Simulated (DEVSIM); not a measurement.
System: illuminated Si p-on-n cell, one wavelength, with a back-surface field, at 400 K.

```
layer (left to right)  material  thickness (μm)  Nd (cm⁻³)  Na (cm⁻³)  τn (s)  τp (s)  absorption coefficient (cm⁻¹)
---------------------  --------  --------------  ---------  ---------  ------  ------  -----------------------------
1                            Si           0.290          -     9.3e17  1.1e-8  5.2e-9                           3500
2                            Si            74.0     1.2e17          -  1.2e-7  1.2e-7                           3500
3                            Si            1.70     2.8e18          -  1.2e-7  1.2e-7                           3500
```

Left contact: ohmic, minority electron recombination velocity 3e5 cm/s. Right contact: ohmic, minority hole recombination velocity 2000 cm/s. Voltage is applied to the left contact. Recombination: SRH at mid-gap, radiative, Auger. Light enters at the left, 3.6e16 photons cm⁻² s⁻¹, one pass, no reflection. Mobility is constant in doping.

This is a model device: material constants are rounded textbook-type values typed into the input, and sizes, dopings and lifetimes were drawn at random. Values at 300 K; Nc and Nv go as T^1.5, mobilities as T to minus their exponent, the gap by Varshni's rule with the affinity fixed.

| parameter | Si |
|---|---|
| gap (eV) | 1.124 |
| affinity (eV) | 4.05 |
| permittivity | 11.7 |
| Nc (cm⁻³) | 2.86e19 |
| Nv (cm⁻³) | 3.1e19 |
| μn (cm²/Vs) | 1417 |
| μp (cm²/Vs) | 470 |
| T exponent of μn | 2.3 |
| T exponent of μp | 2.2 |
| B (cm³/s) | 4.7e-15 |
| Cn (cm⁶/s) | 2.8e-31 |
| Cp (cm⁶/s) | 9.9e-32 |
| Varshni α (eV/K) | 0.000473 |
| Varshni β (K) | 636 |

Simulated with DEVSIM: 1D drift-diffusion, Boltzmann statistics, complete ionisation; no tunnelling, impact ionisation, image-force lowering or self-heating.

The photon flux was swept, all else fixed.

```csv
photon flux (cm^-2 s^-1),open-circuit voltage (V),short-circuit current (mA/cm²),fill factor,largest power (mW/cm²)
1.1e15,0.145,0.140,0.48,0.00978
3.6e15,0.189,0.459,0.55,0.0475
1.1e16,0.229,1.40,0.59,0.191
3.6e16,0.272,4.59,0.64,0.792
1.1e17,0.311,14.0,0.67,2.91
3.6e17,0.352,45.9,0.69,11.2
1.1e18,0.391,140,0.72,39.2
```

From the first row to the last the open-circuit voltage goes from 0.145 to 0.391. From the first row to the last the short-circuit current goes from 0.140 to 140.
